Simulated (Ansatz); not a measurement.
Base system: SiO2 in the rutile structure (space group P4_2/mnm, No. 136; a = 4.236 Å, c = 2.690 Å). Axes: x, y, z lie along a, b, c of the conventional cell.

Computed with PBE (Ansatz, a quantum-chemistry and plane-wave program), no spin-orbit coupling.

For the base:

| Property | Result |
|---|---|
| Valence-band top at Γ | 0.00, -0.85, -0.85 eV |
| Volume per atom | 8.05 Å³ |
| Gap character | direct at Γ |

Now apply this change: biaxial strain +3.00 %, plane normal [001], relaxed out of plane (Cartesian); in-plane vectors clamped, the third vector and the atoms free.

Q: How does this affect the valence-band top at Γ, volume per atom, gap character and in-plane stress?

A: The valence-band top at Γ (three highest levels, from the VBM) changes from 0.00, -0.85, -0.85 eV to 0.00, -0.79, -0.79 eV; the volume per atom grows by 0.37 Å³ (8.05 Å³ → 8.42 Å³); the gap character stays direct at Γ; the mean in-plane stress (compression positive) is -10.7 GPa.

Whether these cells are dynamically stable was not tested.
